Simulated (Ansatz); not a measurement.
## Cu3N: response to strain

The parent structure is Cu$_{3}$N (space group Pm-3m, No. 221).

```
CELL_PARAMETERS angstrom
      3.76491     0.00000     0.00000
      0.00000     3.76491     0.00000
      0.00000     0.00000     3.76491
ATOMIC_POSITIONS crystal
  Cu 0.50000 0.00000 0.00000
  Cu 0.00000 0.50000 0.00000
  Cu 0.00000 0.00000 0.50000
  N  0.00000 0.00000 0.00000
```

Cartesian axes are those of the cell as printed.

Strains are applied to the cell and any free atomic positions relax.

Calculations: PBEsol (Ansatz, a first-principles code), scalar-relativistic without spin-orbit coupling.

Notes on the quantities. energy relative to the base: free energy F; pressure: mean of the normal stresses, compression positive.

```csv
change,shortest interatomic distance,energy relative to the base,pressure
base,1.882 Å,0 meV/atom,0.0 GPa
uniaxial strain ε_zz = −3.00 %,1.826 Å,+12 meV/atom,4.6 GPa
uniaxial strain ε_zz = −2.40 %,1.837 Å,+7.3 meV/atom,3.6 GPa
uniaxial strain ε_zz = −1.80 %,1.849 Å,+4.1 meV/atom,2.6 GPa
uniaxial strain ε_zz = −1.20 %,?,?,?
uniaxial strain ε_zz = −0.60 %,1.871 Å,+0.4 meV/atom,0.8 GPa
```

### Question
Some entries are withheld; estimate them.

### Answer

- uniaxial strain ε_zz = −1.20 %, shortest interatomic distance: 1.860 Å
- uniaxial strain ε_zz = −1.20 %, energy relative to the base: +1.8 meV/atom
- uniaxial strain ε_zz = −1.20 %, pressure: 1.7 GPa

No phonon test of stability was made. All final runs are without spin polarisation.
